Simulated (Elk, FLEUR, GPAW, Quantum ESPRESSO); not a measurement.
## One structure in several programs: GdGe2Pd2 (I4/mmm, 5 atoms in the cell)

Self-consistent single point.

```yaml
crystal:
  lattice:
    - [2.12711, -2.12711, 5.07986]
    - [2.12711, 2.12711, 5.07986]
    - [-2.12711, -2.12711, 5.07986]
  atoms:
    - { symbol: Gd, position: [0.00000, 0.00000, 0.00000], spin: 7.0 }
    - { symbol: Ge, position: [0.00000, 0.61991, 0.61991] }
    - { symbol: Ge, position: [0.00000, 0.38009, 0.38009] }
    - { symbol: Pd, position: [0.50000, 0.75000, 0.25000] }
    - { symbol: Pd, position: [0.50000, 0.25000, 0.75000] }
```
(The spins are starting values, not results.)

All programs got the same cell, k-point mesh and kind of occupations, and the same starting moments (in Quantum ESPRESSO's words: occupations = smearing; smearing = gauss; degauss = 0.0036749 Ry; nspin = 2; K_POINTS = automatic 5 5 5 0 0 0); potentials, basis and cutoffs are each program's usual ones.

```csv
code,model,largest force (eV/Å),size of the net moment (μB/atom),cutoff
Quantum ESPRESSO,"LDA (PZ), SSSP 1.1.2 efficiency (PBE) pseudopotentials",0.295,1.43,60 Ry
FLEUR,"LDA (Perdew-Zunger), all-electron FLAPW (FLEUR), scalar-relativistic valence",0.282,1.43,Kmax 3.8 1/bohr
GPAW,"LDA (Perdew-Wang 92), GPAW PAW datasets LDA (gpaw-data 1.0.1)",0.322,1.43,800 eV
Elk,"LDA (PW92), all-electron FP-LAPW, Elk's shipped species files, default APW+lo basis",–,1.43,rgkmax 7
```

A dash marks a value that a program does not give, or that is left out as unsure.

The spread over the programs that give each value: largest force within 0.040 eV/Å; size of the net moment within 0.00 μB/atom.

The starting cell comes from a database of computed structures (which also holds hypothetical and non-ambient phases and stackings), without a prior relaxation at this level. On Quantum ESPRESSO's run: Spin-orbit coupling is off. With one magnetic atom in the cell only a parallel order is possible. With U or open f shells several self-consistent states can exist. The f electrons are in the valence without U or exact exchange, which can misplace them near the Fermi level. Spin-orbit terms, which matter for f shells, are left out. In the base run, with a pressure of about -6 GPa the cell is away from its equilibrium volume at this level.

Task: Why do the programs differ, and what cannot be compared?

Result: Differences of this kind can come from the potentials, where these differ, and from what each basis and cutoff leave unconverged. The valence holds different numbers of electrons (Quantum ESPRESSO 82, FLEUR 78, GPAW 58). The zero of total energies and Fermi levels follows the potentials and each program's conventions, so they are not compared here. FLEUR and Elk treat all electrons, but the usual bases taken here (sphere radii, linearisation, local orbitals, empty states) were not tested for convergence, so the values are no reference for the others. The same LDA comes in different parametrisations, which differ slightly. Site moments depend on each program's spheres or projections; the total moment of the cell does not.

Left out of this page: Ansatz (with a known weakness of the program).
